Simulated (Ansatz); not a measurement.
Base system: GaSb in the zinc blende structure (space group F-43m, No. 216; a = 6.134 Å).

Calculations: r2SCAN (Ansatz, an electronic-structure program), scalar-relativistic without spin-orbit coupling, earlier PAW set.

Before the change:

```
Property                        Result
-----------------------------  -------
Shortest interatomic distance  2.656 Å
Band gap                       0.41 eV
Width of the top valence band  3.21 eV
```

The change: a hydrostatic pressure of 7.5 GPa.

Q: Estimate the effect on the shortest interatomic distance.

A: The shortest interatomic distance decreases by 0.095 Å to 2.561 Å.

Q: Estimate the effect on the band gap.

A: The band gap increases by 0.53 eV (0.41 eV → 0.94 eV).

Q: Estimate the effect on the width of the top valence band.

A: The width of the top valence band increases by 0.54 eV to 3.75 eV.

Spin-orbit coupling, missing from the scalar runs, can matter with Sb. Load acts through the strain it causes; cell and atoms are relaxed under it. Stability against distortions was not tested. Tetrahedral semiconductors of this kind turn to denser phases somewhere between about 1 and 50 GPa; those were not computed, so compressed cells here can lie past the real transition.
